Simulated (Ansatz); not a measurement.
The starting structures come from a database of crystals and need not be the phases stable at ambient conditions.

```
AlGaAs2
1.0
    4.01132     0.00000     0.00000
    2.00566     6.64751     0.00000
    2.00566     0.60514     3.42079
Al Ga As
1 1 2
Direct
  0.99976   0.00072   0.99976
  0.50014   0.49959   0.50014
  0.12484   0.62547   0.12484
  0.62528   0.12417   0.62528
```

Space group of this cell: R3m. The cell is taken as given.

These are r2SCAN (plane waves, PAW; Ansatz, a first-principles code) values and carry that method's errors.

The current runs along the normal of the first two printed vectors; no spin-orbit coupling. Scaled by the factor s: the length along the current (ions clamped). Meshes 10×10×10 and 8×6 across the current in all rows.

```tsv
s	mean pressure (GPa)	band gap (eV)
0.97	2.5	1.46
1.00	0.1	1.34
1.03	-2.0	?
```

### Question
Take the slope of the band gap against ln s from the two given rows, extrapolate to s = 1.03, and say what the run there gives.

### Answer
Slope = (1.46 − 1.34) / ln 0.97 = -3.94 eV. The line gives 1.34 + (-3.94) × ln 1.03 = 1.22 eV. The run gives 1.05 eV, 0.17 eV under the line, 149 % of the predicted step.
